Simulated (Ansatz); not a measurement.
**PBE against PBEsol: hypothetical cubic perovskite BaSnSe3**

Take BaSnSe3 in the cubic perovskite structure (space group Pm-3m, No. 221; a = 5.360 Å; a hypothetical phase, not in the database extracts checked) as the base.

(Cell as relaxed with PBE.)

Levels (all Ansatz, an electronic-structure program, PAW): PBE (420 eV, scalar-relativistic without spin-orbit coupling); PBEsol (420 eV, scalar-relativistic without spin-orbit coupling).

Each level relaxes its own structure.

```json
[
 {"quantity": "volume per atom", "PBE": "30.80 Å³", "PBEsol": "[?]"},
 {"quantity": "lattice parameter a", "PBE": "5.360 Å", "PBEsol": "[?]"},
 {"quantity": "band gap", "PBE": "zero", "PBEsol": "[?]"}
]
```

**Question.** What does PBEsol give?

**Answer.** 
- volume per atom, PBEsol: 29.27 Å³
- lattice parameter a, PBEsol: 5.270 Å
- band gap, PBEsol: zero

PBE's volume per atom lies 1.53 Å³ above PBEsol's (5.2 %); PBE's lattice parameter a lies 0.090 Å above PBEsol's (1.7 %); the two agree on the band gap. Neither level is exact; PBEsol is the comparison here, not a measurement.

Stability against distortions was not tested. All final runs are without spin polarisation. Many cubic perovskites are stable only at high temperature; tilts and polar distortions were not tested.
